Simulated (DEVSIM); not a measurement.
Structure: abrupt CdTe n-p junction, at 300 K.

| layer (left to right) | material | thickness (μm) | Nd (cm⁻³) | Na (cm⁻³) | τn (s) | τp (s) |
|---|---|---|---|---|---|---|
| 1 | CdTe | 58.0 | 1.2e17 | - | 6.4e-9 | 6.4e-9 |
| 2 | CdTe | 0.610 | - | 1.7e17 | 6.4e-9 | 6.4e-9 |

Left contact: ohmic. Right contact: ohmic. Voltage is applied to the left contact. Recombination: SRH at mid-gap, Auger. Mobility is constant in doping.

Constants are typed, rounded textbook-type inputs, not results; the design itself was drawn at random and stands for no fabricated device. Values at 300 K.

| parameter | CdTe |
|---|---|
| gap (eV) | 1.5 |
| affinity (eV) | 4.28 |
| permittivity | 10.2 |
| Nc (cm⁻³) | 8e17 |
| Nv (cm⁻³) | 1.8e19 |
| μn (cm²/Vs) | 1000 |
| μp (cm²/Vs) | 80 |
| Cn (cm⁶/s) | 1e-30 |
| Cp (cm⁶/s) | 1e-30 |

Simulated with DEVSIM: 1D drift-diffusion, Boltzmann statistics, complete ionisation; no tunnelling, impact ionisation, image-force lowering or self-heating.

Task: Tabulate band edges, carrier densities and field at zero bias.

Result: Energies count from the Fermi level of the right contact; mesh points crowd at the junctions.

```tsv
x (μm)	Ec (eV)	Ev (eV)	n (cm⁻³)	p (cm⁻³)	field (V/cm)
0.000	0.049	-1.451	1.2e17	< 1e2	≈ 0
0.03255	0.049	-1.451	1.2e17	< 1e2	≈ 0
0.1092	0.049	-1.451	1.2e17	< 1e2	≈ 0
0.2897	0.049	-1.451	1.2e17	< 1e2	≈ 0
0.9589	0.049	-1.451	1.2e17	< 1e2	≈ 0
2.291	0.049	-1.451	1.2e17	< 1e2	≈ 0
5.428	0.049	-1.451	1.2e17	< 1e2	≈ 0
17.06	0.049	-1.451	1.2e17	< 1e2	≈ 0
37.08	0.049	-1.451	1.2e17	< 1e2	≈ 0
49.13	0.049	-1.451	1.2e17	< 1e2	≈ 0
54.25	0.049	-1.451	1.2e17	< 1e2	≈ 0
56.87	0.049	-1.451	1.2e17	< 1e2	≈ 0
57.53	0.049	-1.451	1.2e17	< 1e2	≈ 0
57.81	0.049	-1.451	1.2e17	< 1e2	≈ 0
57.96	0.261	-1.239	3.3e13	< 1e2	89000
58.00	0.759	-0.741	140000	6400000	170000
58.02	1.165	-0.335	< 1e2	4.2e13	110000
58.08	1.378	-0.122	< 1e2	1.6e17	1400
58.28	1.379	-0.121	< 1e2	1.7e17	≈ 0
58.47	1.379	-0.121	< 1e2	1.7e17	≈ 0
58.56	1.379	-0.121	< 1e2	1.7e17	≈ 0
58.61	1.379	-0.121	< 1e2	1.7e17	≈ 0
```
